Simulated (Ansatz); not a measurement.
Band structure of Ag3Pd (I4/mmm, 4 atoms in the cell).

```
CELL_PARAMETERS angstrom
     -2.03443     2.03443     4.02046
      2.03443    -2.03443     4.02046
      2.03443     2.03443    -4.02046
ATOMIC_POSITIONS crystal
  Ag 0.75000 0.25000 0.50000
  Ag 0.25000 0.75000 0.50000
  Ag 0.50000 0.50000 0.00000
  Pd 0.00000 0.00000 0.00000
```

Level of theory: LDA (PW92), PAW files made with PBE (plane waves; Ansatz, a first-principles code).

Settings: kpoints.mp_grid.grid = 9 9 9; hamiltonian.xc = lda; hamiltonian.pseudopotentials = {kind: paw} (the program's default PAW files); scf.occupations.method = fermi_dirac; scf.occupations.width = 0.136 eV; kpoints.band_path.npoints = 8.

The starting cell comes from a database of computed structures (which also holds hypothetical and non-ambient phases and stackings), without a prior relaxation at this level. Spin polarisation is off.

Levels in eV from the Fermi level, bands 35 to 42:
```
point     35     36     37     38     39    40    41    42
-----  -----  -----  -----  -----  -----  ----  ----  ----
Γ      -1.27  -1.27  -0.72   2.27   6.74  6.74  6.80  6.80
X      -1.21  -1.16  -0.09  -0.01   0.20  0.86  4.54  4.72
Y      -1.32  -1.26  -0.48  -0.39   0.20  0.97  6.03  6.31
S      -1.76  -1.27  -1.05  -0.42  -0.32  5.10  7.68  8.42
Z      -1.03  -0.99  -0.99  -0.75   2.06  2.06  7.60  7.73
S1     -1.76  -1.27  -1.05  -0.42  -0.32  5.10  7.68  8.42
N      -1.93  -1.49  -1.16  -0.71   3.11  3.61  7.68  7.75
P      -1.52  -1.26   0.03   0.03   0.58  0.75  6.29  6.34
Y1     -1.32  -1.26  -0.48  -0.39   0.20  0.97  6.03  6.31
```

Bands cross the Fermi level along this path, so the cell is metallic at this level.

Keys are those of Ansatz 0.2.
